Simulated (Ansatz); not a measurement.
## Pressure series in hypothetical Pm-3n C

The parent structure is C (space group Pm-3n, No. 223; a = 3.877 Å; a hypothetical phase, not in the database extracts checked).

Cell and atoms are relaxed at each pressure.

The values are results of PBE in Ansatz (plane waves to 420 eV, PAW, no spin-orbit coupling), not measurements.

```tsv
P (GPa)	V (Å³/atom)
-2.00	7.384
-1.00	7.333
0.29	7.269
0.68	7.250
1.50	7.211
3.00	7.143
5.00	7.056
7.50	6.955
10.00	6.861
```

### Question
Fit a third-order Birch–Murnaghan equation of state.

### Answer
Least squares on P(V) = (3B₀/2)[(V₀/V)^(7/3) − (V₀/V)^(5/3)]·[1 + (3/4)(B₀′ − 4)((V₀/V)^(2/3) − 1)] gives V₀ = 7.28 Å³/atom, B₀ = 148 GPa and B₀′ = 4.1.

Load acts through the strain it causes; cell and atoms are relaxed under it. Stability against distortions was not tested. Competing high-pressure phases were not computed.

Ansatz is an electronic-structure program.
